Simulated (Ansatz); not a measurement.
The reference is CsPbBr₃ in the cubic perovskite structure (space group Pm-3m, No. 221).

```
CsPbBr3
1.0
    6.00278     0.00000     0.00000
    0.00000     6.00278     0.00000
    0.00000     0.00000     6.00278
Cs Pb Br
1 1 3
Cartesian
  0.00000   0.00000   0.00000
  3.00139   3.00139   3.00139
  3.00139   0.00000   3.00139
  0.00000   3.00139   3.00139
  3.00139   3.00139   0.00000
```

Method: DFT with PBE, PAW potentials and a 420 eV plane-wave cutoff in Ansatz (a first-principles code), no spin-orbit coupling.

For the base:

```
Item                                 Value
-------------  ---------------------------
Band gap                           1.78 eV
Electron mass  0.091, 0.84, 0.84 mₑ (at R)
```

Now apply this change: the cell is scaled by 0.9880 in all directions; the atoms relax in the strained cell.

What happens to the band gap and electron mass?

The band gap falls by 0.13 eV, from 1.78 eV to 1.65 eV; the electron mass (degenerate bands, along [100]) goes from 0.091, 0.84, 0.84 mₑ (at R) to 0.085, 0.80, 0.80 mₑ (at R).

Spin-orbit coupling, missing from the scalar runs, can matter with Pb. Masses are band curvatures over ±0.01 Å⁻¹ around the edge. Stability against distortions was not tested. Many cubic perovskites are stable only at high temperature; tilts and polar distortions were not tested. This is not the structure that CsPbBr3 has at room temperature and ambient pressure.
